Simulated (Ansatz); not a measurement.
Band structure of Sb (R-3m, 2 atoms in the cell).

```yaml
crystal:
  lattice:
    - [3.89204, -2.11944, 0.00000]
    - [3.89204, 2.11944, 0.00000]
    - [2.73789, 0.00000, 3.48483]
  atoms:
    - { symbol: Sb, position: [0.23350, 0.23350, 0.23350] }
    - { symbol: Sb, position: [0.76650, 0.76650, 0.76650] }
```

Method: PBE, PAW files (plane waves; Ansatz, a first-principles code).

Settings: kpoints.mp_grid.grid = 8 8 8; hamiltonian.xc = pbe; hamiltonian.pseudopotentials = {kind: paw} (an earlier, softer set of the program's PAW files); scf.occupations.method = fermi_dirac; scf.occupations.width = 0.1 eV; kpoints.band_path.path = [[0.0, 0.0, 0.0], [0.5, 0.0, 0.0], [0.5, 0.23979349, -0.23979349]]; kpoints.band_path.npoints = 8.

The starting cell has typed, rounded lattice constants, without a prior relaxation at this level. Its lattice was rescaled by a random factor within 2.5 % of one. Spin-orbit coupling is off.

Levels in eV from the Fermi level, bands 12 to 18:
```csv
point,12,13,14,15,16,17,18
Γ,-4.60,-2.24,-1.95,-1.95,2.06,2.73,2.73
L,-9.93,-2.10,-1.98,-0.37,-0.22,0.14,0.40
B1,-9.24,-5.35,-5.20,-0.80,0.68,4.55,4.64
```

Bands cross the Fermi level along this path, so the cell is metallic at this level.

Keys are those of Ansatz 0.2.
